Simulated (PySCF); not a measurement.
A user runs PySCF on NaCl (Pm-3m, 2 atoms in the cell) and asks whether the run is sound. The aim is a self-consistent single point with DFT PBESOL, Gaussian basis gth-dzvp-molopt-sr, GTH pseudopotentials gth-pbe, FFT density fitting with multigrid.

Cell that was meant: a = 3.5022 Å, b = 3.5022 Å, c = 3.5022 Å, α = 90.00°, β = 90.00°, γ = 90.00°.

Part of the input:

```python
cell.unit = 'Bohr'
cell.basis = 'gth-dzvp-molopt-sr'
cell.pseudo = 'gth-pbe'
cell.ke_cutoff = 42
cell.max_memory = 2000
cell.verbose = 4
cell.build()
```

The program printed (abridged):

```
[INPUT] verbose = 4
[INPUT] num. atoms = 2
[INPUT] num. electrons = 16
[INPUT] charge = 0
[INPUT] spin (= nelec alpha-beta = 2S) = 0
   [... lines left out ...]
diis_start_cycle = 5
diis_space = 8
diis_damp = 0
SCF conv_tol = 1e-09
SCF conv_tol_grad = None
SCF max_cycles = 80

******** PBC SCF flags ********
N kpts = 8
Exchange divergence treatment (exxdiv) = ewald
    madelung (= occupied orbital energy shift) = 0.21435632645254396
    Total energy shift due to Ewald probe charge = -1/2 * Nelec*madelung = -1.71485061162
Smearing method = gauss
DF object = <pyscf.pbc.df.fft.FFTDF object>
Uniform grid, mesh = [21 21 21]
Set gradient conv threshold to 3.16228e-05
nelec by numeric integration = 15.938908906622679
init E= -59.488423811518
    sigma = 0.00183747  Optimized mu = 0.135739408707  entropy = 0
nelec by numeric integration = 15.948269965605995
    Total E(T) = -59.4977058443862  Free energy = -59.4977058443862  E0 = -59.4977058443862
cycle= 1 E= -59.4977058443862  delta_E= -0.00928  |g|= 0.993  |ddm|= 11.3
    sigma = 0.00183747  Optimized mu = 0.179677826638  entropy = 7.93067745642e-100
nelec by numeric integration = 15.94547752140891
    Total E(T) = -59.5534595039434  Free energy = -59.5534595039434  E0 = -59.5534595039434
   [... lines left out ...]
    sigma = 0.00183747  Optimized mu = 0.132141050361  entropy = 9.12828622432e-72
nelec by numeric integration = 15.943826695218595
    Total E(T) = -59.5623966789222  Free energy = -59.5623966789222  E0 = -59.5623966789222
cycle= 9 E= -59.5623966789222  delta_E= -4.49e-11  |g|= 8.83e-06  |ddm|= 5.54e-05
    sigma = 0.00183747  Optimized mu = 0.132141123241  entropy = 9.13898381362e-72
nelec by numeric integration = 15.943826695772644
    Total E(T) = -59.5623966788713  Free energy = -59.5623966788713  E0 = -59.5623966788713
Extra cycle  E= -59.5623966788713  delta_E= 5.09e-11  |g|= 0.000121  |ddm|= 2.72e-05
converged SCF energy = -59.5623966788713
electrons per cell = 16.000000
highest filled level = 0.108752 Ha, lowest empty level = 0.208112 Ha
```

Q: Is anything amiss in this input, and did it matter?

A: The run is not sound. The fault is a basis or grid far too coarse for these potentials. The error of an incomplete plane-wave basis or grid does not cancel at such settings. To fix it, restore the cutoff that the potentials need and check convergence. The run converged in 9 iterations without an error; against the sound input the free energy rises by 34.8 eV/atom and the gap on the mesh goes from 3.545 to 2.704 eV.

An input that runs soundly differs in these lines (not the only fix; some lines may just follow from the change or write a value another way):
```diff
-cell.ke_cutoff = 42
+cell.ke_cutoff = 350
```

With that input, the run converged in 9 iterations: free energy E − TS -1690.3306 eV; top of the valence band (on the code's own zero) 2.66 eV; gap on the k-point mesh 3.55 eV (DFT PBESOL, Gaussian basis gth-dzvp-molopt-sr, GTH pseudopotentials gth-pbe, FFT density fitting with multigrid).

On the sound input: the starting cell comes from a database of computed structures (which also holds hypothetical and non-ambient phases and stackings), without a prior relaxation at this level. Values carry the incompleteness of an atom-centred basis. The mesh is very coarse (it stands for a supercell whose shortest vector is 7 Å): a converged loop gives no converged values here.
